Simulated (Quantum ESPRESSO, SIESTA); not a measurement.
## Equation of state of rock-salt CaO (space group 225): energy against volume (SIESTA, LDA)

```
CaO
1.0
    0.00000     2.35884     2.35884
    2.35884     0.00000     2.35884
    2.35884     2.35884     0.00000
Ca O
1 1
Direct
  0.00000   0.00000   0.00000
  0.50000   0.50000   0.50000
```

Method: LDA PW92, numerical atomic orbitals DZP, PseudoDojo LDA standard norm-conserving potentials (rewritten from UPF to PSML) in SIESTA. Settings: XC.functional = LDA; XC.authors = PW92; potentials = PseudoDojo LDA standard; PAO.BasisSize = DZP; PAO.EnergyShift = 0.005 Ry; MeshCutoff = 520 Ry; kgrid.MonkhorstPack = 14 14 14; OccupationFunction = FD; ElectronicTemperature = 10 meV; MaxSCFIterations = 150; SCF.Mixer.Method = Pulay; SCF.Mixer.Weight = 0.2; SCF.Mixer.History = 6; SCF.DM.Tolerance = 1.0E-05. The cell above is the first row's. The rows scale it uniformly. In all rows fractional positions and the k mesh are held. E is the free energy at the stated smearing, counted from the lowest row.

| V (Å^3/atom) | E (meV/atom) |
|---|---|
| 13.1248 | ? |
| 13.4101 | 11.29 |
| 13.6954 | 3.36 |
| 13.9808 | 0.00 |
| 14.2661 | 0.77 |
| 14.5514 | 5.09 |
| 14.8367 | 12.47 |
| 15.1221 | 22.60 |
| 15.4074 | 35.24 |

The 8 complete rows are fitted with the third-order Birch-Murnaghan form, a cubic in V^(-2/3), E against V. With u = V^(-2/3) - 0.169, the rows have u = 0.008165, 0.005696, 0.003311, 0.001006, -0.001224, -0.003382, -0.005472, -0.007497. Least squares gives E = 2.266 - 1849.90·u + 350240·u² + 1424579·u³. Residuals (row less fit): 0.003, 0.004, -0.032, 0.009, 0.038, -0.003, -0.042, 0.020; standard error 0.035 (degrees of freedom: 4). Its minimum lies at u = 0.002600, so V0 = (0.171600)^(-3/2) = 14.07. There d²E/du² = 722700 and d³E/du³ = 8547000, so B0 = (4/9) × 14.07^(-7/3) × 722700 × 0.160218 = 108 GPa (the last factor turns the table's units into GPa), and B0' = 4 + (2/3) × 0.171600 × (8547000)/722700 = 5.4. The program's pressures in the fitted runs (not shown) pass through zero at V = 14.07, 0.00 % from this V0.

### Question
What does the fit predict for E at V = 13.1248, and how far is the calculated value from it?

### Answer
u = 0.010724, so E = 2.266 - 1849.90 × 0.010724 + 350240 × 0.010724² + 1424579 × 0.010724³ = 24.464 meV/atom. The calculation gives 24.39 meV/atom, 0.074 meV/atom below the prediction (0.2 % of the range of E in the table). The row lies outside the fitted rows, so this is an extrapolation. From the scatter of the fitted rows alone, a prediction at this place has a standard error of 0.102 meV/atom, so the miss is 0.7 times that.

Carrying the step between the two nearest rows on in a straight line would have given 19.22, off by 5.17; series whose last step already gives the withheld value aren't shown. The reference cell has the volume at which an earlier scan in this program and functional put its minimum by a fit (its basis settings may differ). The runs keep the symmetry of the cell, so they don't test it for distortions. A plane-wave scan with the same functional (Quantum ESPRESSO, GBRV) gives V0 = 13.07 Å^3/atom and B0 = 129 GPa; a Birch-Murnaghan fit to all rows here lies 7.6 % from it in V0 and -16 % in B0; the two differ in basis, and may differ in potentials and mesh. Values carry the incompleteness of an atom-centred basis. Cutoffs and mesh are single choices, not tested for convergence of this quantity. Series with a scatter that would blur these digits, or in which a gap closes, are not shown. Nor are scans whose minimum lies at an end fitted in this form.
